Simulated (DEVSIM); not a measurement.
GaP/Si n-p heterojunction

System: GaP/Si n-p heterojunction, at 300 K.

| layer (left to right) | material | thickness (μm) | Nd (cm⁻³) | Na (cm⁻³) | τn (s) | τp (s) |
|---|---|---|---|---|---|---|
| 1 | GaP | 0.820 | 1.7e16 | - | 2.4e-7 | 2.4e-7 |
| 2 | Si | 2.90 | - | 5.5e15 | 2.4e-7 | 2.4e-7 |

Left contact: ohmic. Right contact: ohmic. Voltage is applied to the left contact. Recombination: SRH at mid-gap, radiative, Auger. Mobility is constant in doping.

Constants are typed, rounded textbook-type inputs, not results; the design itself was drawn at random and stands for no fabricated device. Values at 300 K.

```csv
parameter,GaP,Si
gap (eV),2.26,1.124
affinity (eV),3.8,4.05
permittivity,11.1,11.7
Nc (cm⁻³),1.8e19,2.86e19
Nv (cm⁻³),1.9e19,3.1e19
μn (cm²/Vs),250,1417
μp (cm²/Vs),150,470
B (cm³/s),1e-13,4.7e-15
Cn (cm⁶/s),1e-30,2.8e-31
Cp (cm⁶/s),1e-30,9.9e-32
```

DEVSIM, 1D drift-diffusion, Boltzmann statistics, complete ionisation; no tunnelling, impact ionisation, image-force lowering or self-heating. Band offsets follow the typed affinities; no thermionic-emission limit at abrupt steps, no polarisation charge.

| Property | Result |
|---|---|
| Potential step across the device at zero bias | 0.971 V |
| Largest field in the device at zero bias | 37000 V/cm |
| Dark forward voltage at 1 A/cm² | 0.563 V |
| Dark forward voltage at 100 A/cm² | 0.798 V |

Dark reverse current:

```tsv
V (V)	J (A/cm²)
0.40	5.5e-8
1.00	1.1e-7
2.00	1.6e-7
3.00	2.0e-7
4.00	2.4e-7
6.00	3.0e-7
8.00	3.6e-7
10.00	4.0e-7
13.00	4.7e-7
16.00	5.3e-7
20.00	6.0e-7
```

Small-signal capacitance in reverse bias (quasi-static):

```json
[
 {"V (V)": "0.4", "C (nF/cm²)": "16.2"},
 {"V (V)": "1", "C (nF/cm²)": "13.3"},
 {"V (V)": "2", "C (nF/cm²)": "10.8"},
 {"V (V)": "3", "C (nF/cm²)": "9.32"},
 {"V (V)": "4", "C (nF/cm²)": "8.32"},
 {"V (V)": "6", "C (nF/cm²)": "7.01"},
 {"V (V)": "8", "C (nF/cm²)": "6.18"},
 {"V (V)": "10", "C (nF/cm²)": "5.58"},
 {"V (V)": "13", "C (nF/cm²)": "4.94"},
 {"V (V)": "16", "C (nF/cm²)": "4.48"},
 {"V (V)": "20", "C (nF/cm²)": "4.03"}
]
```
